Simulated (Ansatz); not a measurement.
Response to strain in Al2Pt

Start from Al2Pt (space group Fm-3m, No. 225; a = 5.947 Å; relaxed with 0.1 eV smearing).

Strains are applied to the cell and any free atomic positions relax.

Computed with PBE (Ansatz, a quantum-chemistry and plane-wave program), no spin-orbit coupling.

Candidates:
(a) isotropic strain −1.00 %
(b) isotropic strain −1.50 %
(c) isotropic strain +3.00 %
(d) isotropic strain +1.50 %
(e) isotropic strain −0.50 %

Notes on the quantities. energy relative to the base: free energy F.

Task: Order them by energy relative to the base, lowest first.

Result: (e) isotropic strain −0.50 % (+1.6 meV/atom), (a) isotropic strain −1.00 % (+6.6 meV/atom), (d) isotropic strain +1.50 % (+14 meV/atom), (b) isotropic strain −1.50 % (+15 meV/atom), (c) isotropic strain +3.00 % (+52 meV/atom)

Stability against distortions was not tested. All final runs are without spin polarisation.
